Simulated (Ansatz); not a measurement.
Ansatz (an electronic-structure program) run on NaTl (R3m, 4 atoms in the cell): relaxation of the atoms.

Computed with LDA (PW92), default PAW files made with PBE (plane waves; Ansatz).

The change in words: one atom moved by 0.15 angstrom; relax: default → atoms; relax.f_tol: default → 0.005 eV/Å. Reference geometry:
```
NaTl
1.0
    0.00000     3.75057     3.75057
    3.75057     0.00000     3.75057
    3.75057     3.75057     0.00000
Na Tl
2 2
Direct
  0.50000   0.50000   0.50000
  0.75000   0.75000   0.75000
  0.00000   0.00000   0.00000
  0.25000   0.25000   0.25000
```

Reference input (self-consistent single point, DFT, LDA (PW92), plane waves, default PAW files made with PBE): basis.ecutwfc = 420 eV; kpoints.mp_grid.grid = 8 8 8; hamiltonian.xc = lda; hamiltonian.pseudopotentials = {kind: paw} (the program's default PAW files); scf.occupations.method = gaussian; scf.occupations.width = 0.1 eV. This run's input differs from it in these lines:

```diff
@@ -6,3 +6,3 @@
   atoms:
-    - { symbol: Na, position: [0.50000000, 0.50000000, 0.50000000] }
+    - { symbol: Na, position: [0.51154500, 0.51154500, 0.51154500] }
     - { symbol: Na, position: [0.75000000, 0.75000000, 0.75000000] }
@@ -19,2 +19,4 @@
   occupations: { method: gaussian, width: 0.1 eV }
+relax:
+  f_tol: 0.005
 output:
```

Log, with long lists cut:

```
   [... SCF lines of the steps left out ...]
relax step   1: F+E_penalty+E_count = -25227.02192194 eV  Δ(F+E_penalty+E_count) = +0.000e0 eV  max|allowed force component| = 1.060e-1 eV/Å  Δτ_max = 0.0000 Å  (6 SCF iters, dr2 threshold 6.25e-7 eV, accepted)
relax step   2: F+E_penalty+E_count = -25227.03054564 eV  Δ(F+E_penalty+E_count) = -8.624e-3 eV  max|allowed force component| = 6.504e-2 eV/Å  Δτ_max = 0.0418 Å  (5 SCF iters, dr2 threshold 7.02e-7 eV, accepted)
relax step   3: F+E_penalty+E_count = -25227.03578136 eV  Δ(F+E_penalty+E_count) = -5.236e-3 eV  max|allowed force component| = 3.578e-3 eV/Å  Δτ_max = 0.0666 Å  (6 SCF iters, dr2 threshold 2.64e-7 eV, accepted)
relax step   4: F+E_penalty+E_count = -25227.03578137 eV  Δ(F+E_penalty+E_count) = -7.050e-9 eV  max|allowed force component| = 3.581e-3 eV/Å  Δτ_max = 0.0000 Å  (3 SCF iters, accepted)
the relaxation is at rest under the 6 symmetry operations that the run kept from its start: a minimum is not shown …
Stability not checked: this state was not tested for a lower state beside it, because too few of the mixer's solves of this state at the end of the SCF gave a …
Free energy (F): -25227.035781 eV
Internal energy: -25227.026543 eV  (E = F + TS)
E sigma→0 (E₀):  -25227.031162 eV
Entropy (-TS):   -0.009238 eV (-2.310 meV/atom)
Fermi energy:    7.274406 eV
--- Forces (eV/Å), atoms counted from 1 ---
  atom   1  Na    -0.00357957    -0.00357957    -0.00357957
   [... lines left out ...]
  atoms:
    - { symbol: Na, position: [0.503200404160463, 0.503200404160463, 0.503200404160463] }
    - { symbol: Na, position: [0.7527771232361499, 0.7527771232361499, 0.7527771232361499] }
    - { symbol: Tl, position: [0.0026998828001749686, 0.0026998828001749686, 0.0026998828001749686] }
    - { symbol: Tl, position: [0.2528675898032121, 0.2528675898032121, 0.2528675898032121] }
```

The run converged. 

Summary of the result:
| Item | Result |
|---|---|
| Free energy E − TS (on the zero of these files) | -25227.0358 eV |
| Fermi level (on the code's own zero) | 7.27 eV |
| Pressure | -1.66 GPa |
| Largest force (vector length) | 0.006 eV/Å |
| Relaxation steps | 4 |

The starting cell comes from a database of computed structures (which also holds hypothetical and non-ambient phases and stackings), without a prior relaxation at this level. Its lattice was rescaled by up to half a per cent. For this run, on top of that: one atom moved by 0.15 angstrom. The relaxation keeps the symmetry of its start, so its end need not be a minimum. Ansatz's pressure includes its estimate of the finite-basis (Pulay) stress.

Cost on one core of a shared machine: roughly 50 s.

Keys are those of Ansatz 0.2.
